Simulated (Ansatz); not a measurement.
Results of r²SCAN (plane waves, PAW; Ansatz, a first-principles code) for ScGeO3 (model structure, started from the PbTiO3 type, P4mm, No. 99, 5 atoms in the cell).

Run with plane-wave cutoff 560 eV, 14×14×12 k mesh (along the axes of the cell as run), Fermi–Dirac smearing 0.05 eV, scalar-relativistic PAW data made under PBE.

Cell (relaxed at this level):

```
CELL_PARAMETERS angstrom
      3.61490     0.00000     0.00000
      0.00000     3.61490     0.00000
      0.00000     0.00000     4.98074
ATOMIC_POSITIONS crystal
  Sc 0.50000 0.50000 0.61535
  Ge 0.00000 0.00000 0.22744
  O  0.00000 0.50000 0.42400
  O  0.50000 0.00000 0.42400
  O  0.50000 0.50000 0.99940
```

Question: What does this level give for the bulk modulus?

Answer: 
* **bulk modulus**: 89.7 GPa

The run finds no gap.

Note: the bulk modulus is −V dP/dV from two relaxed cells at ±2 % in volume; the relaxation could raise the start's symmetry but not lower it, so the cell can be a saddle point.

Computed values are for the static lattice.

A model structure was made by putting elements into a prototype or built by hand; it is no filed structure, need not be a known phase, and can be a saddle point held by its symmetry.
